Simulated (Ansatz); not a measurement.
This Ansatz (an electronic-structure program) input is the reference run, TlBr in the CsCl type structure (space group Pm-3m, No. 221), computed with LDA in Ansatz (plane waves to 420 eV, PAW, no SOC):

Ansatz 0.2 input:
```yaml
crystal:
  lattice:
    - [3.8395272446, 0, 0]
    - [0, 3.8395272446, 0]
    - [0, 0, 3.8395272446]
  atoms:
    - { symbol: Tl, position: [0, 0, 0] }
    - { symbol: Br, position: [0.5, 0.5, 0.5] }
basis: { ecutwfc: 420, ecutrho_ratio: 4, xc_grid: 2, fft_grid_basis: typed }
kpoints: { mp_grid: { grid: [9, 9, 9] } }
hamiltonian:
  xc: lda
  dispersion: none
  pseudopotentials: { kind: paw }
scf: { occupations: { method: fermi_dirac, width: 0.05 }, convergence: { dr2_threshold: 0.0000000002 } }
output: { forces: true, stress: true }
checkpoint: { write: state.ck, write_every: 1000 }
```

Question: Write the input for this change: compressive biaxial strain of 2.50 % in the plane normal to [001], as in epitaxy on a mismatched substrate; the out-of-plane cell vector and the atoms relax.

Answer: 
Ansatz 0.2 input:
```yaml
crystal:
  lattice:
    - [3.7435390635, 0, 0]
    - [0, 3.7435390635, 0]
    - [0, 0, 3.8875213352]
  atoms:
    - { symbol: Tl, position: [0, 0, 0] }
    - { symbol: Br, position: [0.5, 0.5, 0.5] }
basis: { ecutwfc: 420, ecutrho_ratio: 4, xc_grid: 2, fft_grid_basis: typed }
kpoints: { mp_grid: { grid: [9, 9, 9] } }
hamiltonian:
  xc: lda
  dispersion: none
  pseudopotentials: { kind: paw }
scf: { occupations: { method: fermi_dirac, width: 0.05 } }
relax: { f_tol: 0.005, max_steps: 50, cell: { stress_tol: 0.01, fix: [a, b, gamma] } }
output: { forces: true, stress: true }
checkpoint: { write: state.ck, write_every: 1000 }
```
This is the input that was run; other choices of cell and start would serve too.

Whether these cells are dynamically stable was not tested.
